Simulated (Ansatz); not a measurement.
The starting structures come from a database of crystals and need not be the phases stable at ambient conditions.

**Evanescent states of AlAs (P6_3mc, wurtzite, not sure to be the ambient phase, 4 atoms a cell, 22.8 Å³ an atom) along the normal of (111)**

Level of theory: PBEsol (plane waves, PAW; Ansatz, a quantum-chemistry and plane-wave program).

The gap is the functional's own, uncorrected, and κ follows it; spin-orbit coupling is left out. Mid-gap values are interpolated between the computed energies.

Energies count from the valence-band top; κ is the least over a 6×6 mesh across the current.

| E (eV) | κ (1/Å) | where |
|---|---|---|
| 0.04 | 0.037 | Γ |
| 0.14 | 0.061 | Γ |
| 0.23 | 0.076 | Γ |
| 0.32 | 0.087 | Γ |
| 0.41 | [?] | Γ |
| 0.49 | [?] | Γ |
| 0.58 | [?] | Γ |
| 0.68 | [?] | Γ |
| 0.77 | [?] | Γ |
| 0.85 | [?] | Γ |
| 0.94 | [?] | Γ |
| 1.03 | [?] | Γ |
| 1.12 | [?] | Γ |
| 1.22 | [?] | Γ |
| 1.30 | 0.109 | off Γ |
| 1.40 | 0.095 | off Γ |
| 1.49 | 0.078 | off Γ |
| 1.57 | 0.055 | off Γ |

Q: Fill in the missing entries.

A: 
- 0.41, κ (1/Å): 0.096
- 0.49, κ (1/Å): 0.102
- 0.58, κ (1/Å): 0.108
- 0.68, κ (1/Å): 0.112
- 0.77, κ (1/Å): 0.115
- 0.85, κ (1/Å): 0.117
- 0.94, κ (1/Å): 0.117
- 1.03, κ (1/Å): 0.117
- 1.12, κ (1/Å): 0.116
- 1.22, κ (1/Å): 0.114
